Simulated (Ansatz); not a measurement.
**What pressure −2 GPa does to SrTiO3**

The reference is SrTiO3 in the cubic perovskite structure (space group Pm-3m, No. 221; a = 3.936 Å).

It is then changed as follows: hydrostatic tension (pressure −2 GPa).

Calculations: PBE/PAW in Ansatz (an electronic-structure program), scalar-relativistic without spin-orbit coupling, earlier PAW set. Γ-centred 8×8×8 mesh, Fermi–Dirac width 0.05 eV.

```tsv
quantity	base	changed	shift
volume per atom	12.20 Å³	12.35 Å³	+0.15 Å³
density	4.99 g/cm³	4.93 g/cm³	-0.06 g/cm³
lattice parameter a	3.936 Å	3.952 Å	+0.016 Å
shortest interatomic distance	1.968 Å	1.976 Å	+0.008 Å
band gap	1.85 eV	1.82 eV	-0.024 eV
gap character	indirect, R → Γ	indirect, R → Γ	–
smallest direct gap	2.20 eV	2.18 eV	-0.02 eV
width of the top valence band	1.00 eV	0.99 eV	-0.01 eV
```

Final structure:

```xyz
5
Lattice="3.9524 0.0000 0.0000 0.0000 3.9524 0.0000 0.0000 0.0000 3.9524" Properties=species:S:1:pos:R:3 pbc="T T T"
Sr     0.0000     0.0000     0.0000
Ti     1.9762     1.9762     1.9762
O      0.0000     1.9762     1.9762
O      1.9762     1.9762     0.0000
O      1.9762     0.0000     1.9762
```

Cost of the whole job for the changed cell (relaxation, final SCF and bands): around 14 core-seconds (rough).

Load acts through the strain it causes; cell and atoms are relaxed under it. Whether these cells are dynamically stable was not tested. All final runs are without spin polarisation. Many cubic perovskites are stable only at high temperature; tilts and polar distortions were not tested.
